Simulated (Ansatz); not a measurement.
Results of PBE+SOC in Ansatz (PAW) for CsCl-type PdIn.

Numerical settings: plane-wave cutoff 520 eV, 18×18×18 k mesh, Fermi–Dirac smearing 0.05 eV, PAW data made under PBE.

Pressure at four volumes; x = ln(V/18.036 Å³). One pressure is withheld.

```json
[
 {"V (Å³/atom)": "16.954", "x": "-0.0619", "P (GPa)": "8.26"},
 {"V (Å³/atom)": "18.036", "x": "0.0000", "P (GPa)": "0.04"},
 {"V (Å³/atom)": "18.758", "x": "0.0393", "P (GPa)": "-3.78"},
 {"V (Å³/atom)": "19.119", "x": "0.0583", "P (GPa)": "?"}
]
```

Pass a parabola P(x) through the three rows shown, estimate the bulk modulus and its pressure derivative near zero pressure, and predict the withheld pressure.

Slopes between the rows: (0.04 − (8.26))/(0.0000 − (-0.0619)) = -132.79 and (-3.78 − (0.04))/(0.0393 − (0.0000)) = -97.20 GPa. Their difference over the span 0.1012 is c = 35.59/0.1012 = 351.7 GPa, so P(x) = 8.26 + (-132.79)(x − (-0.0619)) + 351.7 (x − (-0.0619))(x − (0.0000)). At the middle row B = −dP/dx = −[-132.79 + 351.7 × 0.0619] = 111.0 GPa, and B′ = dB/dP = 2c/B = 6.3. At x = 0.0583 the parabola gives -5.24 GPa; the run gives -5.33 GPa. The Birch–Murnaghan fit to the energies at all volumes has B0 = 110 GPa and B′ = 6.1.

Ansatz is a first-principles code.
